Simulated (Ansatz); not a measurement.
Start from TiSi2 (space group Fddd, No. 70; a = 4.8062 Å, b = 8.2649 Å, c = 8.5648 Å). Axes: x, y, z lie along a, b, c of the conventional cell.

(Cell as relaxed with PBE.)

Levels (all Ansatz, a program for electronic structure, PAW, earlier PAW set): PBE (420 eV, no SOC); r2SCAN (500 eV, scalar-relativistic without spin-orbit coupling).

Each level relaxes its own structure.

```json
[
 {"base": "volume per atom", "PBE": "14.18 Å³", "r2SCAN": "13.97 Å³"},
 {"base": "band gap", "PBE": "zero", "r2SCAN": "zero"}
]
```

Perturbation: uniaxial stress, 2 GPa tension along x, with the cell and atoms free to relax against it.

```tsv
quantity	PBE	r2SCAN
shortest interatomic distance	2.536 Å	…
energy relative to the base (free energy F)	+0.6 meV/atom	…
band gap	zero	…
```

Q: Predict the r2SCAN column.

A: 
- shortest interatomic distance, r2SCAN: 2.521 Å
- energy relative to the base (free energy F), r2SCAN: +0.6 meV/atom
- band gap, r2SCAN: zero

PBE's shortest interatomic distance lies 0.015 Å above r2SCAN's (0.6 %); the two agree on the energy relative to the base and band gap. Neither level is exact; r2SCAN is the comparison here, not a measurement.

Without a gap, meshes like the base's 13×13×13 leave anisotropic stresses uncertain by several tenths of a GPa, and small strain energies with them. Load acts through the strain it causes; cell and atoms are relaxed under it. Beyond what the load breaks, stability against distortions was not tested. The final runs are not spin-polarised.
